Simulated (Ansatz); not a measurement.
Consider TiO2 in the anatase structure (space group I4_1/amd, No. 141; a = 3.799 Å, c = 9.701 Å).

All numbers come from PBE in Ansatz (plane waves to 420 eV, PAW, scalar-relativistic without spin-orbit coupling).

Base values:

| Property | Result |
|---|---|
| c/a ratio | 2.554 |
| Lattice parameter a | 3.799 Å |
| Width of the top valence band | 0.84 eV |

Modification: a hydrostatic pressure of 0.9 GPa.

Estimate the effect on the c/a ratio, lattice parameter a and width of the top valence band.

The c/a ratio shrinks by 0.0063 to 2.547; the lattice parameter a falls by 0.0034 Å to 3.795 Å; the width of the top valence band is nearly the same (0.84 eV against 0.85 eV).

The levels and masses belong to the bands next to the band gap. Load acts through the strain it causes; cell and atoms are relaxed under it. Whether these cells are dynamically stable was not tested. All final runs are without spin polarisation.

Ansatz is a first-principles code.
